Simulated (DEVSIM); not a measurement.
System: Schottky contact on n-type β-Ga2O3, at 400 K.

Layer 1 from the left is β-Ga2O3, thickness (μm) 1.10, Nd (cm⁻³) 1.1e15, τn (s) 2.8e-9, τp (s) 2.8e-9.

Left contact: Schottky, work function 5.44 eV, emission velocity 3.4e6 cm/s. Right contact: ohmic. Voltage is applied to the left contact. Recombination: SRH at mid-gap, Auger. Mobility is μmin + (μ − μmin)/(1 + (N/Nref)^α).

Constants are typed, rounded textbook-type inputs, not results; the design itself was drawn at random and stands for no fabricated device. Values at 300 K; Nc and Nv go as T^1.5, mobilities as T to minus their exponent, the gap by Varshni's rule with the affinity fixed.

β-Ga2O3: gap (eV) 4.8, affinity (eV) 4, permittivity 10, Nc (cm⁻³) 3.7e18, Nv (cm⁻³) 5e20, μn (cm²/Vs) 160, μp (cm²/Vs) 1, μn,min 20, μp,min 0.1, Nref,n 1e18, Nref,p 1e18, αn 0.8, αp 0.8, T exponent of μn 1.8, T exponent of μp 1.5, Cn (cm⁶/s) 1e-31, Cp (cm⁶/s) 1e-31, Varshni α (eV/K) 0.0004, Varshni β (K) 600.

Simulated with DEVSIM: 1D drift-diffusion, Boltzmann statistics, complete ionisation; no tunnelling, impact ionisation, image-force lowering or self-heating. Metal contacts follow the ideal Schottky-Mott rule: no Fermi-level pinning, no interface dipoles.

Dark forward current:

| |V| (V) | |J| (A/cm²) |
|---|---|
| 0.05 | 2.635e-12 |
| 0.10 | 1.365e-11 |
| 0.15 | 5.975e-11 |
| 0.20 | 2.527e-10 |
| 0.25 | 1.059e-9 |
| 0.30 | 4.427e-9 |
| 0.35 | 1.846e-8 |
| 0.40 | 7.684e-8 |
| 0.45 | 3.191e-7 |
| 0.50 | 1.322e-6 |
| 0.55 | 5.459e-6 |
| 0.60 | 2.246e-5 |
| 0.65 | 9.196e-5 |
| 0.70 | 0.0003743 |
| 0.75 | 0.001511 |
| 0.80 | 0.006032 |
| 0.85 | 0.02366 |
| 0.90 | 0.09003 |
| 0.95 | 0.3230 |
| 1.00 | 1.032 |
| 1.05 | 2.731 |
| 1.10 | 5.781 |
| 1.15 | 10.10 |
| 1.20 | 15.39 |
| 1.25 | 21.35 |
| 1.30 | 27.77 |

Problem. Work out the local ideality factor n = ΔV / (kT/q · ln(J2/J1)) between the rows 0.15 and 0.20 V, 1.25 and 1.30 V.

Solution. kT/q = 34.47 mV. From 0.15 to 0.20 V: ln(2.527e-10/5.975e-11) = 1.442, n = 1.01, near the 1 of diffusion or emission over a barrier. From 1.25 to 1.30 V: ln(27.77/21.35) = 0.263, n = 5.52; the layers' resistance at their doping, Σ W/(qμN) = 0.0066 Ω cm², would take 42 mV of this step of 50 mV.

Problem. Estimate the current at 0.45 V for emission alone, J0 = q v N_band exp(−φB/kT), and read the barrier back from the simulated current.

Solution. φB = 1.440 eV, N_band = 5.70e18 cm⁻³, J0 = 2.23e-12 A/cm²; J = J0 (exp(qV/kT) − 1) = 1.04e-6 A/cm². The simulation gives 3.19e-7 A/cm²; the estimate lies 230 % above. Read backwards, the simulated current gives an apparent barrier of 1.481 eV. The estimate leaves out transport through the depletion region and minority injection.
